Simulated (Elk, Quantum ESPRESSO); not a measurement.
An Elk input for a self-consistent single point of LaMnAlNi3 (P-6m2, 6 atoms in the cell) (DFT, PBEsol, all-electron FP-LAPW, Elk's shipped species files, default APW+lo basis):

```
tasks
  0

xctype
  22

spinpol
  .true.

reducebf
  0.7

rgkmax
  7.0

nempty
  10

stype
  3

swidth
  0.00367493

scale
  9.695657811

avec
    1.0000000000    0.0000000416    0.0000000000
   -0.5000000360    0.8660253830    0.0000000000
    0.0000000000    0.0000000000    0.7501103415

sppath
  'species/'

atoms
  4   : nspecies
  'La.in'   : spfname
  1   : natoms; atposl, bfcmt below
  0.0000000000  0.0000000000  0.0000000000    0.0 0.0 0.0
  'Mn.in'   : spfname
  1   : natoms; atposl, bfcmt below
  0.6666666667  0.3333333333  0.0000000000    0.0 0.0 -2.0
  'Al.in'   : spfname
  1   : natoms; atposl, bfcmt below
  0.3333333333  0.6666666667  0.0000000000    0.0 0.0 0.0
  'Ni.in'   : spfname
  3   : natoms; atposl, bfcmt below
  0.5005100000  0.0010200000  0.5000000000    0.0 0.0 0.0
  0.5005100000  0.4994900000  0.5000000000    0.0 0.0 0.0
  0.9989800000  0.4994900000  0.5000000000    0.0 0.0 0.0

ngridk
  5 5 5
```

Question: Translate this input to Quantum ESPRESSO.

Answer: This is the input that was run; spellings and numerical settings could be chosen otherwise.

```fortran
&CONTROL
  calculation = 'scf',
  prefix = 'pwscf',
  outdir = './work',
  pseudo_dir = './',
  tprnfor = .true.,
  tstress = .true.,
/
&SYSTEM
  ibrav = 4,
  celldm(1) = 9.695657811,
  celldm(3) = 0.75011034145,
  nat = 6,
  ntyp = 4,
  ecutwfc = 50,
  ecutrho = 400,
  occupations = 'smearing',
  smearing = 'fd',
  degauss = 0.0073499,
  nspin = 2,
  starting_magnetization(2) = 0.267,
  input_dft = 'pbesol',
/
&ELECTRONS
  conv_thr = 1.0e-11,
  mixing_beta = 0.3,
/
ATOMIC_SPECIES
La   138.9055  La.GGA-PBE-paw-v1.0.UPF
Mn    54.9380  mn_pbe_v1.5.uspp.F.UPF
Al    26.9815  Al.pbe-n-kjpaw_psl.1.0.0.UPF
Ni    58.6934  ni_pbe_v1.4.uspp.F.UPF
ATOMIC_POSITIONS {alat}
La    0.000000000    0.000000000    0.000000000
Mn    0.500000000    0.288675135    0.000000000
Al    0.000000000    0.577350269    0.000000000
Ni    0.500000000    0.000883346    0.375055171
Ni    0.250765000    0.432571029    0.375055171
Ni    0.749235000    0.432571029    0.375055171
K_POINTS {automatic}
5 5 5  0 0 0
```

Basis, cutoffs, solver keys and any potentials are the target program's own. This input uses DFT, PBEsol, plane waves, SSSP 1.1.2 efficiency (PBE) pseudopotentials.

The starting cell comes from a database of computed structures (which also holds hypothetical and non-ambient phases and stackings), without a prior relaxation at this level. For this run, on top of that: lattice scaled by 0.98.
